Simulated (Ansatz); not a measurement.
Start from Mo in the bcc (W type) structure (space group Im-3m, No. 229; a = 3.151 Å; relaxed with 0.1 eV smearing). Axes: x, y, z lie along the cube axes.

Level of theory: r2SCAN (Ansatz, an electronic-structure program; PAW; 500 eV plane waves; no SOC).

Strains are applied to the cell and any free atomic positions relax.

One change was made to it. Results:

| quantity | base | after |
|---|---|---|
| energy relative to the base (free energy F) | 0 meV/atom | +4.2 meV/atom |
| pressure (mean of the normal stresses, compression positive) | 0.0 GPa | 0.2 GPa |
| shortest interatomic distance | 2.729 Å | 2.703 Å |

What was done to the base?
A) tensor shear ε_xy = +1.14 %
B) tensor shear ε_xy = +0.57 %
C) tensor shear ε_xy = +1.43 %

C, tensor shear ε_xy = +1.43 %. For comparison, the energy relative to the base in the other runs: tensor shear ε_xy = +1.14 % gives +2.7 meV/atom; tensor shear ε_xy = +0.57 % gives +0.7 meV/atom.

No phonon test of stability was made. The final runs are not spin-polarised.
